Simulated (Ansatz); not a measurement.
## InSb: biaxial strain −2.50 %, plane normal [111], relaxed out of plane

Base system: InSb in the zinc blende structure (space group F-43m, No. 216; a = 6.519 Å). Axes: x, y, z lie along the cube axes.

Now apply this change: compressive biaxial strain of 2.50 % in the plane normal to [111], as in epitaxy on a mismatched substrate; the out-of-plane cell vector and the atoms relax.

The values are results of PBEsol (Ansatz, a program for electronic structure, PAW, no spin-orbit coupling), not measurements. Settings: 12×12×12 k-points, 0.05 eV Fermi–Dirac smearing.

```csv
quantity,base,changed,shift
volume per atom,34.63 Å³,33.45 Å³,-1.18 Å³
space group,F-43m (No. 216),R3m (No. 160),–
shortest interatomic distance,282.3 pm,278.5 pm,-3.8 pm
energy relative to the base (free energy F),0 meV/atom,+13 meV/atom,+13 meV/atom
"pressure (mean of the normal stresses, compression positive)",0.0 GPa,1.6 GPa,+1.6 GPa
band gap,zero,zero,–
out-of-plane strain (rough),–,+1.61 %,–
```

Cost of the whole job for the changed cell (relaxation, final SCF and bands): about 100 core-seconds (a rough figure).

Without a gap, meshes like the base's 12×12×12 leave anisotropic stresses uncertain by several tenths of a GPa, and small strain energies with them. Spin-orbit coupling, missing from the scalar runs, can matter with Sb. No phonon test of stability was made. All final runs are without spin polarisation. A zero or small gap of InSb can be the functional's error rather than a property of the material.
